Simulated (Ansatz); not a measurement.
## CuI: response to strain

The reference is CuI in the zinc blende structure (space group F-43m, No. 216; a = 6.023 Å). Axes: x, y, z lie along the cube axes.

Strains are applied to the cell and any free atomic positions relax.

Calculations: plane-wave PAW DFT at the r2SCAN level (Ansatz, a quantum-chemistry and plane-wave program, 500 eV), no spin-orbit coupling.

Notes on the quantities. energy relative to the base: free energy F.

```
change                       energy relative to the base  band gap  shortest interatomic distance
---------------------------  ---------------------------  --------  -----------------------------
base                                          0 meV/atom   1.67 eV                        2.608 Å
tensor shear ε_xy = +2.00 %                +3.1 meV/atom   1.63 eV                        2.606 Å
tensor shear ε_xy = +1.14 %                +1.0 meV/atom   1.65 eV                        2.607 Å
tensor shear ε_xy = +1.43 %                +1.6 meV/atom   1.64 eV                        2.606 Å
tensor shear ε_xy = +0.86 %                +0.6 meV/atom   1.66 eV                        2.607 Å
tensor shear ε_xy = +1.71 %                +2.3 meV/atom   1.64 eV                        2.606 Å
tensor shear ε_xy = +0.29 %                +0.1 meV/atom   1.66 eV                        2.608 Å
tensor shear ε_xy = +0.57 %                +0.3 meV/atom   1.66 eV                        2.607 Å
```

With I present, leaving out spin-orbit coupling can change the band edges. Stability against distortions was not tested. The final runs are not spin-polarised.
